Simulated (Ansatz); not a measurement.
# VPt₃ (Pm-3m, No. 221, 4 atoms in the cell; start mp-372; a measured phase of this formula has another space group)

These are LDA in Ansatz (plane waves, PAW) values and carry that method's errors.

Numerical settings: plane-wave cutoff 500 eV, 14×14×14 k mesh, Fermi–Dirac smearing 0.1 eV, spin-polarised start, scalar-relativistic PAW data made under PBE.

Cell (relaxed at this level):

```yaml
crystal:
  lattice:
    - [3.84379, 0.00000, 0.00000]
    - [0.00000, 3.84379, 0.00000]
    - [0.00000, 0.00000, 3.84379]
  atoms:
    - { symbol: V, position: [0.00000, 0.00000, 0.00000] }
    - { symbol: Pt, position: [0.50000, 0.50000, 0.00000] }
    - { symbol: Pt, position: [0.00000, 0.50000, 0.50000] }
    - { symbol: Pt, position: [0.50000, 0.00000, 0.50000] }
```

```
Quantity          Value
--------  -------------
band gap  zero (no gap)
```

Note: the magnetic order was assumed, not searched for or taken from measurement; the relaxation could not lower the start's symmetry, so the cell can be a saddle point above a distorted one.

Spin–orbit coupling is not included.

Computed values are for the static lattice.

It cost around 6 core-minutes (rough) of CPU time.

A start named mp-… is a Materials Project structure, which need not be a measured phase.

Ansatz is a program for electronic structure.
